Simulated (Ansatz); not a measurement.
We consider CsCl-type CoAl, described by r²SCAN (PAW; Ansatz, a first-principles code).

Run with plane-wave cutoff 600 eV, 16×16×16 k mesh, Fermi–Dirac smearing 0.1 eV, finite displacements, no spin polarisation, scalar-relativistic PAW data made under PBE.

The cell has the measured lattice: a = b = c = 2.8610 Å, α = β = γ = 90.00°.

What does this level give for the TO(Γ) frequency?


- TO(Γ) frequency: 324 cm⁻¹

Note: the cell isn't this level's own, so it is under some stress, which shifts stiffness and frequencies.

The result took roughly 10 core-minutes.
